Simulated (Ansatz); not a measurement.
## O on the 1x1 (10-10) surface of wurtzite AlN (cut with top plane Al + N), one in a 2x1 cell, started at the site 'top N'

Host crystal: wurtzite AlN, with a band gap (PBE, scalar-relativistic without spin-orbit coupling).

Calculation: r2SCAN, at the PBE geometry and the start's symmetry (plane waves to 500 eV, PAW; Ansatz, a quantum-chemistry and plane-wave program).

Model: 33-atom slab, 8.9 Å thick at the start under the adsorbate (thin: gaps and levels are the slab's own), 3x4x1 mesh, Fermi-Dirac 0.01 eV, dipole correction, single point; on the structure that PBE left under its start's symmetry; spin-polarised, no spin-orbit, no U, no dispersion correction. The starting moment vanished. The program's check for a lower electronic state was not made. At the end it is bonded to Al + N. In PBE it is, or lies within 0.03 eV of, the lowest of the starts that converged; the order may differ at this level.

```json
{
  "energy of the end state, in which the adsorbate paired with a surface N atom, against ½ O2(g) at the same level": "-0.97 eV",
  "change_of_the_step_from_the_bottom_to_the_top_vacuum_level_against_the_clean_slab": "1.27 eV",
  "height of the binding atom over the mean of the host atoms within 0.3 Å of the top one": "133.6 pm",
  "magnetic_moment_of_the_cell": "0.00 μB",
  "note": "in the relaxation the adsorbate left its starting site by 0.8 Å",
  "cost": "very roughly 6 core-minutes"
}
```

A negative adsorption energy means that the adsorbate is more stable on the surface than in its reference.
